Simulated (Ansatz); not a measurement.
Troubleshooting Ansatz (a first-principles code): a failed run on Ca₂CuO₃ (P1, 6 atoms in the cell). The aim is a self-consistent single point with DFT, PBEsol, plane waves, default PAW files made with PBE.

Cell that was meant: a = 6.5615 Å, b = 6.5615 Å, c = 6.5615 Å, α = 151.28°, β = 146.44°, γ = 44.74°.

Part of the input:

```yaml
    - [1.627500, -1.894075, 6.067680]
    - [1.627500, 1.894075, -6.067680]
  atoms:
    - { element: Ca, position: [0.856677, 0.342993, 0.507481] }
    - { symbol: Ca, position: [0.132978, 0.648351, 0.487067] }
    - { symbol: Cu, position: [0.489405, 0.009403, 0.491897] }
    - { symbol: O, position: [0.001719, 0.005788, 0.000023] }
```

Log, with long lists cut:

```
Error: YAML parse error: error: line 8 column 9: unknown field `element`, expected one of symbol, position, position_ang, spin, spin_axis, wyckoff
  --> <input>:8:9
   |
 6 |     - [1.627500, 1.894075, -6.067680]
 7 |   atoms:
 8 |     - { element: Ca, position: [0.856677, 0.342993, 0.507481] }
   |         ^ unknown field `element`, expected one of symbol, position, position_ang, spin, spin_axis, wyckoff
 9 |     - { symbol: Ca, position: [0.132978, 0.648351, 0.487067] }
10 |     - { symbol: Cu, position: [0.489405, 0.009403, 0.491897] }
   |
```

Task: Read the log: what does the program object to, and what is the fix?

Result: The program does not know the word element. To fix it, write symbol. The program stopped before any SCF iteration.

The sound input it was made from differs as follows (other fixes are possible):
```diff
-    - { element: Ca, position: [0.856677, 0.342993, 0.507481] }
+    - { symbol: Ca, position: [0.856677, 0.342993, 0.507481] }
```

With that input, the run converged in 9 iterations: free energy E − TS (on the zero of these files) -11864.5054 eV; Fermi level (on the code's own zero) 10.51 eV; pressure -1.32 GPa; largest force (vector length) 1.455 eV/Å (DFT, PBEsol, plane waves, default PAW files made with PBE).

On the sound input: the starting cell comes from a database of computed structures (which also holds hypothetical and non-ambient phases and stackings), without a prior relaxation at this level. Its atoms were displaced at random from the sites of space group no. 71. Spin polarisation is off; with an odd number of electrons in the cell that forces a metal, and a magnetic state may lie lower. Forces in this geometry exceed 1 eV/Å. Ansatz's pressure includes its estimate of the finite-basis (Pulay) stress. Without the estimate this run gives -1.87 GPa.
